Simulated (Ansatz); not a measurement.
## Ti under a change: biaxial strain +0.97 %, plane normal [001], relaxed out of plane

Base system: Ti in the hcp (Mg type) structure (space group P6_3/mmc, No. 194; a = 2.9395 Å, c = 4.6539 Å; relaxed with 0.1 eV smearing). Axes: x lies along a and z along c of the hexagonal cell.

One thing is altered: tensile biaxial strain of 0.97 % in the plane normal to [001], as in epitaxy on a mismatched substrate; the out-of-plane cell vector and the atoms relax.

Method: DFT with PBE, PAW potentials and a 420 eV plane-wave cutoff in Ansatz (a quantum-chemistry and plane-wave program), spin-orbit coupling left out, earlier PAW set. k-mesh 23×23×13 (Γ-centred); smearing 0.1 eV (Fermi–Dirac).

```tsv
quantity	base	changed	shift
space group	P6_3/mmc (No. 194)	P6_3/mmc (No. 194)	–
pressure (mean of the normal stresses, compression positive)	0.0 GPa	-1.2 GPa	-1.2 GPa
band gap	zero	zero	–
out-of-plane strain	–	-0.77 %	–
mean in-plane stress (compression positive)	–	-1.8 GPa	–
```

Whether these cells are dynamically stable was not tested. All final runs are without spin polarisation.
